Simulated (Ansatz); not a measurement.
ZnSO₄ (F-43m), PBEsol, rigid bands in Ansatz (a quantum-chemistry and plane-wave program). Band gap 4.51 eV, N_c = 9.29e18 cm⁻³ and N_v = 8.75e21 cm⁻³ at 300 K, conductivity masses of 0.522 mₑ (electrons) and 43.8 mₑ (holes). Take k_BT = 0.02585 eV.

Q: Find the intrinsic carrier density and the intrinsic Fermi level.

A: n_i = √(N_c N_v) exp(−E_g/2k_BT) = 2.85e20 × exp(−87.23) = 3.7e-18 cm⁻³. The level lies (k_BT/2) ln(N_v/N_c) = 89 meV from mid-gap (positive towards the conduction band). Each 0.1 eV added to the gap lowers n_i by a factor of 6.9.

Q: A film of it is 8 nm thick. Estimate the confinement energies in an infinite well.

A: ħ²π²/(2m t²) = 0.376 eV·nm²/(m/mₑ × t²) gives 11.3 meV for electrons and 0.134 meV for holes, so the gap would widen to about 4.52 eV. Finite barriers and nonparabolic bands lower this, and with several valleys or bands the heaviest mass along the normal sets the lowest level, not this average.

Q: What thermal injection velocity √(2k_BT/πm) limits a ballistic channel?

A: 7.45e6 cm/s for electrons and 8.13e5 cm/s for holes, a ratio of √(m_h/m_e) = 9.16, for dilute carriers.

Rigid bands with the computed gap; masses take one relaxation time for all states. Spin-orbit coupling is left out; where it splits the top of the valence band, N_v and the p-type Seebeck coefficient come out somewhat high without it.

Computed structure with no diffraction record at hand here (it may be known, metastable or hypothetical): ZnSO4 (F-43m).
